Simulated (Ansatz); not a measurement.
Effect of uniaxial strain ε_zz = −1.77 % on TiB2

Start from TiB2 (space group P6/mmm, No. 191; a = 3.017 Å, c = 3.185 Å). Axes: x lies along a and z along c of the hexagonal cell.

Now apply this change: uniaxial strain ε_zz = −1.77 %, all other strain components held at zero, atoms relaxed at fixed cell.

Computed with PBEsol (Ansatz, a quantum-chemistry and plane-wave program), without spin-orbit coupling. k-mesh 13×13×10 (Γ-centred); smearing 0.05 eV (Fermi–Dirac).

| quantity | base | changed | shift |
|---|---|---|---|
| volume per atom | 8.37 Å³ | 8.22 Å³ | -0.15 Å³ |
| space group | P6/mmm (No. 191) | P6/mmm (No. 191) | – |
| shortest interatomic distance | 1.742 Å | 1.742 Å | 0.000 Å |
| energy relative to the base (free energy F) | 0 meV/atom | +3.9 meV/atom | +3.9 meV/atom |
| band gap | zero | zero | – |
| stress (xx, yy, zz, yz, xz, xy; compression positive) (rough) | – | (2.2, 2.2, 8.7, 0.0, 0.0, 0.0) GPa | – |

Final structure:

```
TiB2
1.0
    3.01738     0.00000     0.00000
   -1.50869     2.61313     0.00000
    0.00000     0.00000     3.12870
Ti B
1 2
Direct
  0.00000   0.00000   0.00000
  0.33333   0.66667   0.50000
  0.66667   0.33333   0.50000
```

Cost of the whole job for the changed cell (relaxation, final SCF and bands): about 10 core-seconds (a rough figure).

The mesh was chosen for an insulator and is coarse for the gapless case. Without a gap, meshes like the base's 13×13×10 leave anisotropic stresses uncertain by several tenths of a GPa, and small strain energies with them. Whether these cells are dynamically stable was not tested. All final runs are without spin polarisation.
